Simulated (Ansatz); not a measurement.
Where the default PAW files enter, the runs use the earlier of Ansatz's two default sets.

Input:

```xyz
2
Lattice="3.8493 0.0000 0.0000 0.0000 3.8493 0.0000 1.9246 -1.9246 2.7218" Properties=species:S:1:pos:R:3 pbc="T T T"
Si     3.8493     1.9246     1.3609
Si     0.0000     0.0000     0.0000
```

Space group of this cell: Fd-3m, diamond. The cell is taken as given.

Level of theory: r2SCAN (plane waves, PAW; Ansatz, a first-principles code).

The current runs along the normal of the first two printed vectors; no spin-orbit coupling. Scaled by the factor s: the length along the current (ions clamped). The meshes follow the cell: 12×12×12 and 8×8 across at s = 0.97, 12×12×12 and 8×8 across at s = 1.00, 10×10×10 and 8×8 across at s = 1.03.

| s | mean pressure (GPa) | band gap (eV) |
|---|---|---|
| 0.97 | 3.1 | 0.37 |
| 1.00 | 0.0 | 0.77 |
| 1.03 | -2.7 | ? |

### Question
Take the slope of the band gap against ln s from the two given rows, extrapolate to s = 1.03, and say what the run there gives.

### Answer
Slope = (0.37 − 0.77) / ln 0.97 = 13.1 eV. The line gives 0.77 + (13.1) × ln 1.03 = 1.16 eV. The run gives 0.66 eV, 0.50 eV under the line, 128 % of the predicted step.
